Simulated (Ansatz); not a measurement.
Band structure of AgI (F-43m, 2 atoms in the cell).

```yaml
crystal:
  lattice:
    - [0.00000, 3.22630, 3.22630]
    - [3.22630, 0.00000, 3.22630]
    - [3.22630, 3.22630, 0.00000]
  atoms:
    - { symbol: Ag, position: [0.00000, 0.00000, 0.00000] }
    - { symbol: I, position: [0.75000, 0.75000, 0.75000] }
```

Method: PBE, PAW files (plane waves; Ansatz, an electronic-structure program).

Settings: kpoints.mp_grid.grid = 9 9 9; hamiltonian.xc = pbe; hamiltonian.pseudopotentials = {kind: paw} (the program's default PAW files); scf.occupations.method = fermi_dirac; scf.occupations.width = 0.01 eV; kpoints.band_path.npoints = 8.

The starting cell comes from a database of computed structures (which also holds hypothetical and non-ambient phases and stackings), without a prior relaxation at this level. Its lattice was rescaled by a random factor within 2.5 % of one. Spin-orbit coupling is off.

Predict the gap along the standard path and the places of the band edges.

The gap along the path is 1.34 eV, direct at Γ to within 0.01 eV.

Levels in eV from the top of the valence band on the path, bands 15 to 21:
```csv
point,15,16,17,18,19,20,21
Γ,-3.16,0.00,0.00,0.00,1.34,5.73,5.73
X,-3.03,-2.67,-1.85,-1.85,3.57,3.84,8.57
W,-2.92,-2.82,-2.23,-1.69,4.81,5.21,6.41
K,-3.12,-2.86,-2.07,-1.47,3.92,5.02,7.71
L,-3.12,-3.00,-0.75,-0.75,2.75,6.23,6.23
U,-3.12,-2.86,-2.07,-1.47,3.92,5.02,7.71
```

Keys are those of Ansatz 0.2.
